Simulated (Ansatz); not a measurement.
## AgI: holes 5.0×10^21 cm⁻³

The parent structure is AgI in the zinc blende structure (space group F-43m, No. 216; a = 6.450 Å).

It is then changed as follows: 0.335 holes added to each cell, a density of 5.0×10^21 cm⁻³, with a uniform compensating background at fixed cell and a 300 K Fermi–Dirac width.

Method: Ansatz (a quantum-chemistry and plane-wave program) PBEsol, spin-orbit coupling left out. k-mesh 20×20×20 (Γ-centred); smearing 0.0259 eV (Fermi–Dirac).

| quantity | base | changed | shift |
|---|---|---|---|
| gap between the host's bands | 1.20 eV | 1.44 eV | +0.24 eV |
| gap character | direct at Γ | direct at Γ | – |
| valley order (the lowest conduction-band minima on the path, energy above the VBM, named in the base's zone) | Γ 1.20 eV; L along ⟨111⟩ 2.64 eV | Γ 1.44 eV; L along ⟨111⟩ 2.86 eV | – |
| Fermi level relative to the doped band's edge (positive inside the band; to 0.05 eV) | – | +0.45 eV | – |

Final structure:

```
AgI
1.0
    0.00000     3.22488     3.22488
    3.22488     0.00000     3.22488
    3.22488     3.22488     0.00000
Ag I
1 1
Direct
  0.00000   0.00000   0.00000
  0.25000   0.25000   0.25000
```
Cell charge +0.335384.

Charged cell with a jellium background: band edges are those of the host's band count, energies are not comparable with the neutral cell, and many-body gap narrowing is missing. With I present, leaving out spin-orbit coupling can change the band edges. No phonon test of stability was made.
